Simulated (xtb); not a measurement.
xtb 6.7.1, GFN2-xTB: Si(Me)(NMe2)(nPr)2 (CCC[Si](C)(CCC)N(C)C), 34 atoms. The geometry is a generated start, not checked to be a minimum at this level.

| Quantity | Value |
|---|---|
| run flags | --grad |
| method | GFN2-xTB |
| --acc | 1 (default) |
| --etemp (K) | 300 (default) |
| basis functions | 73 |
| valence electrons | 68 |

One run each on 1 thread. Values of broydamp tried: 0.02, 0.05, 0.1, 0.2, 0.4 (default), 0.6, 0.8, 1.

Task: How does the count of SCC iterations change with broydamp, and where is it least?

Result: Fewest SCC iterations, within one of each other: 0.4 (default) with 13, 0.6 with 13, 0.8 with 13, 1 with 14. The count rises to 22 at 0.02. All converge to one solution.

| broydamp | SCC iterations | end |
|---|---|---|
| 0.02 | 22 | same solution |
| 0.05 | 20 | same solution |
| 0.1 | 18 | same solution |
| 0.2 | 16 | same solution |
| 0.4 (default) | 13 | same solution |
| 0.6 | 13 | same solution |
| 0.8 | 13 | same solution |
| 1 | 14 | same solution |
